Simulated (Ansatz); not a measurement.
## Several settings converged on a (001) slab of Mg2Pd (cut from a parent of space group no. 139; 6 atoms in the cell)

```
CELL_PARAMETERS angstrom
      3.25625     0.00000     0.00000
      0.00000     3.25625     0.00000
      0.00000     0.00000    22.04808
ATOMIC_POSITIONS crystal
  Mg 0.50000 0.50000 0.68251
  Mg 0.00000 0.00000 0.31749
  Pd 0.00000 0.00000 0.61487
  Mg 0.00000 0.00000 0.45277
  Mg 0.50000 0.50000 0.54723
  Pd 0.50000 0.50000 0.38513
```

Base method: PBEsol, default PAW files made with PBE (plane waves; Ansatz, an electronic-structure program).

Base settings: basis.ecutwfc = 420 eV; kpoints.mp_grid.grid = 9 9 1; hamiltonian.xc = pbesol; hamiltonian.pseudopotentials = {kind: paw} (the program's default PAW files); scf.occupations.method = fermi_dirac; scf.occupations.width = 0.1 eV.

The count of work is k-points × plane waves × bands × iterations; it is no time. 

**The vacuum**

The mesh stays at the base's, so the ladder's end is converged at best in this setting alone.

Only quantities that move along the ladder and can be compared are tabulated.

| vacuum between outermost atoms (Å) | free energy less the last step's (meV/atom) | largest difference of a force vector from the last step's (eV/Å) | count of work / last |
|---|---|---|---|
| 3.0 | -62.98 | 0.603 | 0.25 |
| 4.0 | -22.61 | 0.422 | 0.28 |
| 5.0 | -5.99 | 0.224 | 0.34 |
| 6.0 | -0.40 | 0.098 | 0.37 |
| 7.0 | 0.39 | 0.039 | 0.39 |
| 8.0 | 0.12 | 0.016 | 0.42 |
| 10.0 | -0.05 | 0.003 | 0.47 |
| 12.0 | -0.02 | 0.001 | 0.53 |
| 14.0 | -0.01 | 0.000 | 0.58 |
| 17.0 | 0.00 | 0.000 | 0.66 |
| 20.0 | 0.00 | 0.000 | 0.74 |
| 25.0 | 0.00 | 0.000 | 0.87 |
| 30.0 | 0.00 | 0.000 | 1.0 |

Smallest vacuum between outermost atoms (Å) that holds the free energy within 0.5 meV/atom of the last step, with all finer ones: 6.0, at 0.37 of the last step's count of work; the step before is off by 6.0 meV/atom.

Smallest vacuum between outermost atoms (Å) that holds the forces within 0.02 eV/Å of the last step, with all finer ones: 8.0, at 0.42 of the last step's count of work; the step before is off by 0.039 eV/Å.

**The plane-wave cutoff**

The mesh stays at the base's, so the ladder's end is converged at best in this setting alone.

Only quantities that move along the ladder and can be compared are tabulated.

```csv
basis.ecutwfc,free energy less the last step's (meV/atom),largest difference of a force vector from the last step's (eV/Å),count of work / last
210 eV,3551.18,0.104,0.13
250 eV,758.78,0.014,0.16
295 eV,108.75,0.007,0.21
355 eV,4.30,0.002,0.27
420 eV,0.87,0.001,0.36
505 eV,0.30,0.000,0.46
630 eV,0.15,0.000,0.65
840 eV,0.00,0.000,1.0
```

Coarsest basis.ecutwfc that holds the free energy within 2 meV/atom of the last step, with all finer ones: 420 eV, at 0.36 of the last step's count of work; the step before is off by 4.3 meV/atom.

Coarsest basis.ecutwfc that holds the forces within 0.005 eV/Å of the last step, with all finer ones: 355 eV, at 0.27 of the last step's count of work; the step before is off by 0.007 eV/Å.

On the base run: the starting cell comes from a database of computed structures (which also holds hypothetical and non-ambient phases and stackings), without a prior relaxation at this level. The slab is cut from that crystal, and its faces are unrelaxed. Its lattice was rescaled by up to half a per cent. Spin polarisation is off.

Left out of this page: 1 run of the series outside the window shown, repeating another row's setting, or not comparable.

Keys are those of Ansatz 0.2.
